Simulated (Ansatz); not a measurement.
**SnO: Te on a Sn site**

The reference is a 24-atom supercell of SnO in the litharge type structure (space group P4/nmm, No. 129; a = 3.836 Å, c = 4.757 Å; layered, stacked along the Cartesian z axis) at its relaxed geometry.

The change: one Sn atom is replaced by Te, atoms relaxed at fixed cell, starting from a slightly rattled geometry.

The values are results of PBE-D3(BJ) (Ansatz, a quantum-chemistry and plane-wave program, PAW, no SOC), earlier PAW set, not measurements. Settings: 5×4×5 k-points, 0.05 eV Fermi–Dirac smearing.

The pressure goes from zero to 0.2 GPa and the largest displacement of a host atom from its site in the perfect cell comes out as 0.66 Å. The shift of the substituted atom off its lattice site amounts to 0.44 Å.

Cost of the whole job for the changed cell (relaxation, final SCF and bands): very roughly 70 core-minutes.

The cell is small, so the values are those of an ordered compound at a high defect concentration; dilute-limit values will differ. All final runs are without spin polarisation. The defect cell is not spin-polarised.
